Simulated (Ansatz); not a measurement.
For SnO₂ (model structure, from the CdI2 type, P-3m1, No. 164), PBE (plane waves, PAW; Ansatz, an electronic-structure program) gives:

```
Item                                    Result
------------------------------  --------------
equilibrium lattice constant a         3.228 Å
lattice parameter c                    5.514 Å
enthalpy of formation           -1.474 eV/atom
```

Task: What does PBE-D3(BJ) (plane waves, PAW; Ansatz) give for the same quantities?

Result: 
- lattice constant a: 3.216 Å (decreases by 0.4 %)
- lattice parameter c: 4.596 Å (shrinks by 17 %)
- formation enthalpy: -1.518 eV/atom (moves by -0.044 eV/atom)

Changes are worked out from the printed values.

Unless a cell is named, each level is at its own relaxed cell (PBE 16.58, PBE-D3(BJ) 13.72 Å³/atom).

Levels without +SOC leave out spin–orbit coupling, which shifts energies and cells of such heavy elements.

Ansatz's density-functional and Hartree–Fock values are scalar-relativistic unless marked +SOC, with PAW data made under PBE.

A model structure was made by putting elements into a prototype or built by hand; it is no filed structure, need not be a known phase, and can be a saddle point held by its symmetry.
